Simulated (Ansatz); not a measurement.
Consider ZnS (space group R3m, No. 160; a = 3.7838 Å, c = 27.8997 Å (hexagonal axes)).

Perturbation: every lattice vector is stretched by 0.98 %; the atoms relax in the strained cell.

Levels (all Ansatz, a first-principles code, PAW): PBEsol (420 eV, no spin-orbit coupling); r2SCAN (500 eV, without spin-orbit coupling).

The geometry is relaxed with PBEsol.

- PBEsol gap character: direct at Γ
- PBEsol lowest conduction level above the VBM at special points: Γ 2.00 eV; T 3.03 eV; L 3.19 eV; F 3.20 eV
- PBEsol pressure: -2.15 GPa

### Question
What does r2SCAN give at this geometry for the gap character, lowest conduction level above the VBM at special points and pressure?

### Answer
The gap character stays direct at Γ; the lowest conduction level above the VBM at special points changes from Γ 2.00 eV; T 3.03 eV; L 3.19 eV; F 3.20 eV to Γ 2.70 eV; T 3.66 eV; L 3.74 eV; F 3.75 eV; the pressure grows by 1.33 GPa to -0.82 GPa.

Single points use the geometry relaxed with PBEsol. Their cutoffs differ, which shifts pressures a little. Whether these cells are dynamically stable was not tested. This is not the structure that ZnS has at room temperature and ambient pressure.
